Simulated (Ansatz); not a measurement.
**Element substitutions in hypothetical P6/mmm Rb3Bi**

The parent structure is Rb3Bi (space group P6/mmm, No. 191; a hypothetical phase, not in the database extracts checked).

```xyz
4
Lattice="6.5824 0.0000 0.0000 -3.2912 5.7005 0.0000 0.0000 0.0000 7.2128" Properties=species:S:1:pos:R:3 pbc="T T T"
Rb     0.0000     0.0000     3.6064
Rb     0.0000     3.8004     0.0000
Rb     3.2912     1.9002     0.0000
Bi     0.0000     0.0000     0.0000
```

Each row replaces one element on all its sites; cell and atoms are relaxed.

Method: plane-wave PAW DFT at the PBEsol level (Ansatz, an electronic-structure program, 420 eV), scalar-relativistic without spin-orbit coupling.

```tsv
case	density	shortest interatomic distance	c/a ratio
base	2.86 g/cm³	3.606 Å	1.096
Bi → As	2.45 g/cm³	3.384 Å	1.094
Rb → Na	2.82 g/cm³	3.033 Å	1.087
Bi → P	2.26 g/cm³	3.318 Å	1.095
Rb → Cs	[?]	[?]	[?]
```

### Question
What belongs in the blanks?

### Answer

- Rb → Cs, density: 3.28 g/cm³
- Rb → Cs, shortest interatomic distance: 3.777 Å
- Rb → Cs, c/a ratio: 1.102

Whether these cells are dynamically stable was not tested. As relaxed here, Rb3As, Na3Bi, Rb3P and Cs3Bi are hypothetical phases, not in the database extracts checked. All final runs are without spin polarisation.
